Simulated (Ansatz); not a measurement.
Consider HfN in the rock salt structure (space group Fm-3m, No. 225; relaxed with 0.1 eV smearing).

```
HfN
1.0
    0.00000     2.25092     2.25092
    2.25092     0.00000     2.25092
    2.25092     2.25092     0.00000
Hf N
1 1
Direct
  0.00000   0.00000   0.00000
  0.50000   0.50000   0.50000
```

Cartesian axes are those of the cell as printed.

Calculations: Kohn–Sham DFT with the PBEsol functional, run in Ansatz (a first-principles code) with PAW and 420 eV plane waves, no spin-orbit coupling.

The change: biaxial strain +2.00 %, plane normal [001], relaxed out of plane (Cartesian); in-plane vectors clamped, the third vector and the atoms free.

### Question
What happens to the out-of-plane strain and in-plane stress?

### Answer
The out-of-plane strain is -0.68 %; the mean in-plane stress (compression positive) comes out as -12.3 GPa.

Stability against distortions was not tested. The final runs are not spin-polarised. An odd electron count without spin: HfN.
